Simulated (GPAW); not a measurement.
GPAW run on FeNi3 (Pm-3m, 4 atoms in the cell): self-consistent single point.

Computed with LDA (Perdew-Wang 92), GPAW PAW datasets LDA (gpaw-data 1.0.1) (plane waves; GPAW).

```yaml
crystal:
  lattice:
    - [3.51042, 0.00000, 0.00000]
    - [0.00000, 3.51042, 0.00000]
    - [0.00000, 0.00000, 3.51042]
  atoms:
    - { symbol: Fe, position: [0.00000, 0.00000, 0.00000], spin: 4.0 }
    - { symbol: Ni, position: [0.00000, 0.50000, 0.50000], spin: 2.0 }
    - { symbol: Ni, position: [0.50000, 0.00000, 0.50000], spin: 2.0 }
    - { symbol: Ni, position: [0.50000, 0.50000, 0.00000], spin: 2.0 }
```
(The spins are starting values, not results.)

Reference input (self-consistent single point, DFT PBE, plane waves, GPAW PAW datasets PBE (gpaw-data 1.0.1)): spinpol = true; mode = pw; ecut = 800 eV; xc = PBE; kpts = 6 6 6; mesh shift (steps) = 0 0 0; occupations.name = fermi-dirac; occupations.width = 0.1 eV; nbands = -10; symmetry.symmorphic = false; symmetry.tolerance = 0.0005; maxiter = 150. This run's input differs from it in these lines:

```diff
@@ -18,3 +18,3 @@
             mode=PW(800),
-            xc='PBE',
+            xc='LDA',
             kpts={'size': (6, 6, 6), 'gamma': True},
```

Its files differ too (potentials: GPAW PAW datasets LDA (gpaw-data 1.0.1)).

Output, abridged:

```
     iter     time        total  log10-change:  magmom
                         energy   eigst   dens
iter:   1 --:--:--   -34.601817                   +10.0100
iter:   2 --:--:--   -35.335796   -0.42  -1.82    +6.8344
iter:   3 --:--:--   -35.479310   -1.08  -1.85    +5.0425
iter:   4 --:--:--   -36.082695   -1.71  -1.92    +5.0269
iter:   5 --:--:--   -37.540764   -1.27  -1.89    +4.8542
iter:   6 --:--:--   -36.257550   -2.46  -1.71    +4.6786
iter:   7 --:--:--   -35.686706   -2.03  -1.90    +4.7163
iter:   8 --:--:--   -35.664155   -3.76  -2.75    +4.7125
iter:   9 --:--:--   -35.664186c  -4.91  -2.86    +4.7522
   [... lines left out ...]
iter:  23 --:--:--   -35.664945c  -7.06  -5.00c   +4.7835
iter:  24 --:--:--   -35.664803c  -6.82  -5.03c   +4.7838
iter:  25 --:--:--   -35.664547c  -6.24  -4.23c   +4.7856
iter:  26 --:--:--   -35.664537c  -7.73c -3.83    +4.7865
iter:  27 --:--:--   -35.664526c  -8.34c -3.80    +4.7871
iter:  28 --:--:--   -35.664539c  -8.05c -3.77    +4.7874
iter:  29 --:--:--   -35.664541c  -9.72c -3.80    +4.7876
iter:  30 --:--:--   -35.664574c  -7.88c -3.80    +4.7877
iter:  31 --:--:--   -35.664698c  -6.82  -3.86    +4.7877
iter:  32 --:--:--   -35.664956c  -6.45  -4.12c   +4.7878
iter:  33 --:--:--   -35.664849c  -7.44c -4.47c   +4.7877
Converged after 33 iterations.

Dipole moment: (-0.000000, -0.000000, -0.000000) |e|*Ang

Total magnetic moment: (0.000000, 0.000000, 4.787691)
Local magnetic moments:
   0 Fe ( 0.000000,  0.000000,  2.753123)
   1 Ni ( 0.000000,  0.000000,  0.691764)
   2 Ni ( 0.000000,  0.000000,  0.691764)
   3 Ni ( 0.000000,  0.000000,  0.691764)

Energy contributions relative to reference atoms: (reference = -158459.726980)

Kinetic:        +20.492398
Potential:      -13.884404
External:        +0.000000
XC:             -42.462387
Entropy (-ST):   -0.105390
Local:           +0.242238
SIC:             +0.000000
--------------------------
Free energy:    -35.717544
Extrapolated:   -35.664849

Spin contamination: 0.163816 electrons
Showing only first 2 kpts
                      Up                     Down
   [... lines left out ...]
Fermi level: 8.95593
No gap
   [... lines left out ...]
Energy (eV): -35.664849

Forces in eV/Ang:
  0 Fe   -0.00000   -0.00000   -0.00000
  1 Ni   -0.00000    0.00000    0.00000
  2 Ni    0.00000   -0.00000    0.00000
  3 Ni    0.00000    0.00000   -0.00000

Stress tensor:
     0.063252    -0.000000     0.000000
    -0.000000     0.063252     0.000000
     0.000000     0.000000     0.063252
Stress (GPa, Voigt): [10.1341 10.1341 10.1341  0.      0.     -0.    ]
```

The run converged in 33 iterations. GPAW prints stress with tension positive. Against the reference run the pressure goes from 8.46 to -10.13 GPa and the size of the net moment moves little (1.22 to 1.20 μB/atom).

The starting cell comes from a database of computed structures (which also holds hypothetical and non-ambient phases and stackings), without a prior relaxation at this level. The magnetic order is the one reached from the typed start; others were not searched systematically. With a pressure of about -10 GPa the cell is away from its equilibrium volume at this level.

Cost on one core of a shared machine: roughly 3 min.
